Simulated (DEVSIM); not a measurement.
System: abrupt Si p-n junction, at 300 K.

Layer 1 from the left is Si, thickness (μm) 0.500, Na (cm⁻³) 1.2e18, τn (s) 1.3e-6, τp (s) 1.3e-6. Layer 2 from the left is Si, thickness (μm) 0.740, Nd (cm⁻³) 1.1e16, τn (s) 1.3e-6, τp (s) 1.3e-6.

Left contact: ohmic. Right contact: ohmic. Voltage is applied to the left contact. Recombination: SRH at mid-gap, Auger. Mobility is μmin + (μ − μmin)/(1 + (N/Nref)^α).

This is a model device: material constants are rounded textbook-type values typed into the input, and sizes, dopings and lifetimes were drawn at random. Values at 300 K.

Si: gap (eV) 1.124, affinity (eV) 4.05, permittivity 11.7, Nc (cm⁻³) 2.86e19, Nv (cm⁻³) 3.1e19, μn (cm²/Vs) 1417, μp (cm²/Vs) 470, μn,min 52, μp,min 45, Nref,n 9.7e16, Nref,p 2.2e17, αn 0.68, αp 0.72, Cn (cm⁶/s) 2.8e-31, Cp (cm⁶/s) 9.9e-32.

Problem. Estimate by hand the built-in potential, the peak field at zero bias, and compare with a numerical solution.

Solution. 
- Built-in potential: ni = √(Nc Nv) exp(−Eg/2kT) = 1.08e10 cm⁻³ with Eg = 1.124 eV; Vbi = kT/q ln(Na Nd/ni²) = 0.837 V; numerical 0.837 V.
- Peak field at zero bias: depletion approximation: W = √(2εVbi/(qN)) = 0.315 μm with N = 1.09e16 cm⁻³; field = 2Vbi/W = 53100 V/cm; numerical 73100 V/cm (estimate below by 27 %).

Model (solved in DEVSIM): 1D drift-diffusion, Boltzmann statistics, complete ionisation; no tunnelling, impact ionisation, image-force lowering or self-heating.
